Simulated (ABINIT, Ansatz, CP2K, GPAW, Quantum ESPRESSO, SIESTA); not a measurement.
Code comparison for K (Im-3m, 1 atom in the cell)

Self-consistent single point.

```yaml
crystal:
  lattice:
    - [-2.64000, 2.64000, 2.64000]
    - [2.64000, -2.64000, 2.64000]
    - [2.64000, 2.64000, -2.64000]
  atoms:
    - { symbol: K, position: [0.00000, 0.00000, 0.00000] }
```

All programs got the same cell, k-point mesh and kind of occupations (in Ansatz's words: kpoints.mp_grid.grid = 9 9 9; scf.occupations.method = gaussian; scf.occupations.width = 0.136 eV); potentials, basis and cutoffs are each program's usual ones.

| code | model | pressure (GPa) | k-points | cutoff |
|---|---|---|---|---|
| GPAW | PBE, GPAW PAW datasets PBE (gpaw-data 1.0.1) | -0.03 | 35 | 550 eV |
| SIESTA | GGA PBE, numerical atomic orbitals DZP, PseudoDojo PBE standard norm-conserving potentials (rewritten from UPF to PSML) | 0.18 | 365 | grid 350 Ry |
| Ansatz | PBE, default PAW files | 0.00 | 35 | default |
| ABINIT | PBE, PAW (JTH v2.0 PBE PAW) | -0.01 | 35 | 571 eV |
| CP2K | PBE, GPW, DZVP-MOLOPT-PBE-GTH basis, GTH-PBE potentials (POTENTIAL_UZH) | 0.10 | 365 | grid 500 Ry |
| Quantum ESPRESSO | PBE, SSSP 1.1.2 efficiency (PBE) pseudopotentials | -0.07 | 35 | 50 Ry |

The spread over the programs that give each value: pressure within 0.25 GPa.

The starting cell has typed, rounded lattice constants, without a prior relaxation at this level.

Question: Why do the programs differ, and what cannot be compared?

Answer: Differences of this kind can come from the potentials, where these differ, and from what each basis and cutoff leave unconverged. The zero of total energies and Fermi levels follows the potentials and each program's conventions, so they are not compared here. SIESTA and CP2K use small atom-centred bases, whose incompleteness enters pressures, forces and empty levels differently from a plane-wave cutoff. Ansatz's pressure is given at a fixed set of plane waves, as the other plane-wave codes print theirs. The programs reduce the same mesh by symmetry to different extents, which changes the work and not the result.

Left out of this page: Elk and FLEUR (not drawn, or without a comparable value).

Ansatz is a first-principles code.

Keys are those of Ansatz 0.2.
